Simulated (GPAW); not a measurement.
A self-consistent single point of Pb (Fm-3m, 1 atom in the cell) with GPAW

Level of theory: PBE, GPAW PAW datasets PBE (gpaw-data 1.0.1) (plane waves; GPAW).

The input file:

```python
from ase import Atoms
from ase.units import GPa
from gpaw import GPAW, PW, FermiDirac

atoms = Atoms(['Pb'],
              cell=[[0.000000, 2.519703, 2.519703],
                    [2.519703, 0.000000, 2.519703],
                    [2.519703, 2.519703, 0.000000]],
              positions=[[0.000000, 0.000000, 0.000000]],
              pbc=True)

calc = GPAW(mode=PW(550),
            xc='PBE',
            kpts={'size': (8, 8, 8), 'gamma': True},
            occupations=FermiDirac(0.1),
            nbands=-5,
            convergence={'forces': 0.001},
            symmetry={'symmorphic': False, 'tolerance': 0.0005},
            maxiter=150)

atoms.calc = calc

energy = atoms.get_potential_energy()
print('Energy (eV):', round(energy, 6))
forces = atoms.get_forces()
print('Forces (eV/Ang):')
print(forces.round(5))
stress = atoms.get_stress()
print('Stress (GPa, Voigt):', (stress / GPa).round(4))
```

Output (repeated stretches shortened):

```
Input parameters:
  convergence: {forces: 0.001}
  kpts: {gamma: True,
         size: (8, 8, 8)}
  maxiter: 150
  mode: {ecut: 550.0,
         name: pw}
  nbands: -5
  occupations: {fixmagmom: False,
                name: fermi-dirac,
                width: 0.1}
  symmetry: {symmorphic: False,
             tolerance: 0.0005}
  xc: PBE

species:
  Pb:
    name: Lead
    Z: 82.0
    valence: 14
    core: 68
    charge: 0.0
    file: Pb.PBE.gz

    # Using partial waves for Pb as LCAO basis

Reference energy: -567274.463364  # eV

Spin-paired calculation

Convergence criteria:
 Maximum [total energy] change in last 3 cyles: 0.0005 eV / valence electron
 Maximum integral of absolute [dens]ity change: 0.0001 electrons / valence electron
 Maximum integral of absolute [eigenst]ate change: 4e-08 eV^2 / valence electron
 Maximum change in the atomic [forces] across last 2 cycles: 0.001 eV/Ang OR
Maximum error relative to the maximum force is below inf
 Maximum number of scf [iter]ations: 150

Symmetries present (total): 48
Symmetries with fractional translations: 0
512 k-points: 8 x 8 x 8 Monkhorst-Pack grid + [1/16,1/16,1/16]
29 k-points in the irreducible part of the Brillouin zone
       k-points in crystal coordinates                weights
   0:     0.00000000    0.00000000    0.00000000          1/512
   1:     0.12500000    0.12500000    0.00000000          6/512
   2:     0.12500000    0.12500000    0.12500000          8/512
   [... 7 lines left out ...]
          ...
  28:     0.50000000    0.50000000    0.50000000          4/512

Wave functions: Plane wave expansion
  Cutoff energy: 550.000 eV
  Number of coefficients (min, max): 923, 960
  Pulay-stress correction: 0.000000 eV/Ang^3 (de/decut=0.000000)

Occupation numbers: Fermi-Dirac:
  width: 0.1000  # eV

Eigensolver

Densities:
  Coarse grid: 20*20*20 grid
  Fine grid: 40*40*40 grid
  Total Charge: 0.000000

Density mixing:
  Method: separate
  Backend: pulay
  Linear mixing parameter: 0.05
  old densities: 5
  Damping of long wavelength oscillations: 50

Hamiltonian:
  XC and Coulomb potentials evaluated on a 40*40*40 grid
  External potential:
    NoExternalPotential

XC parameters: PBE with 2 nearest neighbor stencil

Number of atoms: 1
Number of atomic orbitals: 9
Number of bands in calculation: 12
Number of valence electrons: 14
Bands to converge: occupied

Density initialized from atomic densities
  9 bands from LCAO basis set
  3 bands from random numbers

Atomic positions and initial magnetic moments

Positions:
   0 Pb     0.000000    0.000000    0.000000    ( 0.0000,  0.0000,  0.0000)

Unit cell:
           periodic     x           y           z      points  spacing
  1. axis:    yes    0.000000    2.519703    2.519703    20     0.1455
  2. axis:    yes    2.519703    0.000000    2.519703    20     0.1455
  3. axis:    yes    2.519703    2.519703    0.000000    20     0.1455

  Lengths:   3.563398   3.563398   3.563398
  Angles:   60.000000  60.000000  60.000000

Effective grid spacing dv^(1/3) = 0.1587

     iter     time        total  log10-change:
                         energy   eigst   dens  force
iter:   1 --:--:--    -3.838393
iter:   2 --:--:--    -3.840149   -1.83  -1.82
iter:   3 --:--:--    -3.831184   -2.15  -1.85
iter:   4 --:--:--    -3.833034   -3.24  -2.45
iter:   5 --:--:--    -3.832552c  -2.79  -2.50
iter:   6 --:--:--    -3.829563c  -3.68  -2.56
iter:   7 --:--:--    -3.829467c  -4.75  -3.16
iter:   8 --:--:--    -3.829523c  -5.01  -3.28
iter:   9 --:--:--    -3.829489c  -5.14  -3.44
iter:  10 --:--:--    -3.829489c  -6.33  -4.18c
iter:  11 --:--:--    -3.829489c  -7.23  -4.27c
iter:  12 --:--:--    -3.829489c  -7.84c -4.34c
iter:  13 --:--:--    -3.829489c  -9.07c -4.88c -22.47c

Converged after 13 iterations.

Dipole moment: (-0.000000, -0.000000, -0.000000) |e|*Ang

Energy contributions relative to reference atoms: (reference = -567274.463364)

Kinetic:         +7.455879
Potential:       -7.803147
External:        +0.000000
XC:              -3.481350
Entropy (-ST):   -0.013679
Local:           +0.005968
SIC:             +0.000000
--------------------------
Free energy:     -3.836329
Extrapolated:    -3.829489

Showing only first 2 kpts
 Kpt  Band  Eigenvalues  Occupancy
  0     5     -4.32629    2.00000
  0     6     13.98437    0.00000
  0     7     13.98437    0.00000
  0     8     13.98437    0.00000

  1     5     -3.94745    2.00000
  1     6     12.04166    0.00000
  1     7     12.68695    0.00000
  1     8     12.68695    0.00000

Fermi level: 6.97518

No gap
No difference between direct/indirect transitions
Energy (eV): -3.829489

Forces in eV/Ang:
  0 Pb    0.00000    0.00000    0.00000

Stress tensor:
     0.001509     0.000000     0.000000
     0.000000     0.001509     0.000000
     0.000000     0.000000     0.001509
Stress (GPa, Voigt): [0.2418 0.2418 0.2418 0.     0.     0.    ]
```

The run converged in 13 iterations. GPAW prints stress with tension positive.

The starting cell comes from a database of computed structures (which also holds hypothetical and non-ambient phases and stackings), without a prior relaxation at this level. Its lattice was rescaled by a random factor within 2.5 % of one. Spin-orbit coupling is off.
